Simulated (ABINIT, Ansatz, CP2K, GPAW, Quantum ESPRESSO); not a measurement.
## ScOF (P4/nmm, 6 atoms in the cell) computed with different codes at matched settings

Self-consistent single point.

```
ScOF
1.0
    3.62752     0.00000     0.00000
    0.00000     3.62752     0.00000
    0.00000     0.00000     5.17220
Sc O F
2 2 2
Direct
  0.50000   0.00000   0.70585
  0.00000   0.50000   0.29415
  0.00000   0.00000   0.50000
  0.50000   0.50000   0.50000
  0.50000   0.50000   0.00000
  0.00000   0.00000   0.00000
```

All programs got the same cell, k-point mesh and kind of occupations (some realise fixed ones as a very narrow smearing) (in Ansatz's words: kpoints.mp_grid.grid = 7 7 5; scf.occupations.method = fixed); potentials, basis and cutoffs are each program's usual ones.

```tsv
code	model	pressure (GPa)	largest force (eV/Å)	gap on the mesh (eV)	k-points	cutoff
CP2K	LDA (Pade form), GPW, DZVP-MOLOPT-SR-GTH basis, GTH-PADE potentials (GTH_POTENTIALS)	-11.89	0.217	4.270	123	grid 600 Ry
GPAW	LDA (Perdew-Wang 92), GPAW PAW datasets LDA (gpaw-data 1.0.1)	–	0.248	4.274	30	900 eV
Ansatz	LDA (PW92), PAW files made with PBE	-12.70	0.224	4.275	30	default
Quantum ESPRESSO	LDA (PW92), PseudoDojo standard norm-conserving (LDA) pseudopotentials	-12.41	0.230	4.295	30	85 Ry
ABINIT	LDA (PW92), PAW (JTH v2.0 LDA PAW)	-12.54	0.184	4.267	30	60 Ry
```

A dash marks a value that a program does not give, or that is left out as unsure.

Gaps are read on the mesh.

The spread over the programs that give each value: pressure within 0.81 GPa; largest force within 0.064 eV/Å; gap on the mesh within 0.028 eV.

The starting cell comes from a database of computed structures (which also holds hypothetical and non-ambient phases and stackings), without a prior relaxation at this level. On Ansatz's run: In the base run, with a pressure of about -12 GPa the cell is away from its equilibrium volume at this level.

Problem. Why do the programs differ, and what cannot be compared?

Solution. Differences of this kind can come from the potentials, where these differ, and from what each basis and cutoff leave unconverged. The zero of total energies and Fermi levels follows the potentials and each program's conventions, so they are not compared here. CP2K uses small atom-centred bases, whose incompleteness enters pressures, forces and empty levels differently from a plane-wave cutoff. Ansatz's pressure is given at a fixed set of plane waves, as the other plane-wave codes print theirs; with its correction for the finite basis it is -12.09 GPa (the shift of 0.60 GPa shows how far the cutoff is from converged). The pressure of GPAW is left out: its cutoff lies under the one at which its stress was checked. The programs reduce the same mesh by symmetry to different extents, which changes the work and not the result.

Left out of this page: Elk (unsound by tests on forces, stress, charge or solver warnings).

Ansatz is a first-principles code.

Keys are those of Ansatz 0.2.
